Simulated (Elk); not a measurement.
Input and output of a self-consistent single point for Ir (Fm-3m, 1 atom in the cell) (Elk).

Method of the run: PBE, all-electron FP-LAPW, Elk's shipped species files, APW+lo basis with extra local orbitals in Elk.

```yaml
crystal:
  lattice:
    - [0.00000, 1.95067, 1.95067]
    - [1.95067, 0.00000, 1.95067]
    - [1.95067, 1.95067, 0.00000]
  atoms:
    - { symbol: Ir, position: [0.00000, 0.00000, 0.00000] }
```

Reference input (self-consistent single point, DFT, PBE, all-electron FP-LAPW, Elk's shipped species files, APW+lo basis with extra local orbitals): xctype = 20; rgkmax = 7.5; stype = 0; swidth = 0.00499791 Ha; ngridk = 14 14 14; gmaxvr = 14 1/bohr; nxlo = 2; lorbcnd = true; rmtscf = 0.87; lmaxi = 2; maxscl = 100. This run's input differs from it in these lines:

```diff
@@ -51,3 +51,3 @@
 ngridk
-  14 14 14
+  8 8 8
```

Output (repeated stretches shortened):

```
│ Self-consistent loop started │
│ Loop number : 1 │
 total energy                :     -17860.8947044
│ Loop number : 2 │
 total energy                :     -17861.0927927
RMS change in Kohn-Sham potential (target) :   0.1643727951     (  0.1000000000E-05)
Absolute change in total energy (target)   :   0.1980882801     (  0.1000000000E-03)
│ Loop number : 3 │
 total energy                :     -17861.1830533
RMS change in Kohn-Sham potential (target) :   0.1595829226     (  0.1000000000E-05)
Absolute change in total energy (target)   :   0.1397826735     (  0.1000000000E-03)
│ Loop number : 4 │
   [... lines left out ...]
Absolute change in total energy (target)   :   0.7918257215E-03 (  0.1000000000E-03)
│ Loop number : 13 │
 total energy                :     -17858.2518660
RMS change in Kohn-Sham potential (target) :   0.5261149535E-06 (  0.1000000000E-05)
Absolute change in total energy (target)   :   0.1841162521E-03 (  0.1000000000E-03)
│ Loop number : 14 │
 total energy                :     -17858.2518798
RMS change in Kohn-Sham potential (target) :   0.4634176034E-07 (  0.1000000000E-05)
Absolute change in total energy (target)   :   0.3218626080E-04 (  0.1000000000E-03)
Convergence targets achieved

│ Loop number : 15 │

Energies :
 Fermi                       :     0.510854645388
 total energy                :     -17858.2518837

Density of states at Fermi energy :    50.35288492
 (states/Hartree/unit cell)

Estimated indirect band gap :   0.2369250394E-02
 from k-point     10 to k-point     16
Estimated direct band gap   :   0.2172488940E-01
 at k-point     25

Charges :
 core                        :    48.00000000
 valence                     :    29.00000000
 interstitial                :    1.823644424
 muffin-tins (core leakage)
  species :    1 (Ir)
   atom    1                 :    75.17635558     (  0.1528833767E-02)
 total in muffin-tins        :    75.17635558
 total calculated charge     :    76.99437603
 total charge                :    77.00000000
 error                       :   0.5623968035E-02

│ Self-consistent loop stopped │
```

The run converged in 15 iterations. The count includes the last loop, which Elk runs after its targets are met. Against the reference run the total energy rises by 63.2 meV/atom.

The starting cell comes from a database of computed structures (which also holds hypothetical and non-ambient phases and stackings), without a prior relaxation at this level. Its lattice was rescaled by a random factor within 2.5 % of one. Spin-orbit coupling is off. Spin polarisation is off. Values depend on the basis (sphere radii, cutoffs, local orbitals), which need not be converged. The log's line on a gap gives a spacing of levels on this mesh, which the program prints for metals too.
